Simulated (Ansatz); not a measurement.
The parent structure is ZrSi$_{2}$ (space group Cmcm, No. 63).

Space group Cmcm (No. 63); a = 3.6749 Å, b = 14.5713 Å, c = 3.6563 Å, α = β = γ = 90.00°

```
atom  site  symmetry       x       y       z
----  ----  --------  ------  ------  ------
Si      4c       m2m  0.0000  0.0540  0.2500
Si      4c       m2m  0.0000  0.2498  0.7500
Zr      4c       m2m  0.0000  0.3952  0.2500
```
(The calculation used a cell of 6 atoms; values per cell refer to that cell.)

Levels (all Ansatz, an electronic-structure program, PAW, earlier PAW set): PBEsol (420 eV, without spin-orbit coupling); r2SCAN (500 eV, no spin-orbit coupling).

The geometry is relaxed with PBEsol.

| Property | Result |
|---|---|
| PBEsol pressure | 0.0 GPa |

Q: Predict the pressure from r2SCAN.

A: The pressure goes from zero to 3.1 GPa.

Single points use the geometry relaxed with PBEsol. Their cutoffs differ, which shifts pressures a little. Whether these cells are dynamically stable was not tested. All final runs are without spin polarisation.
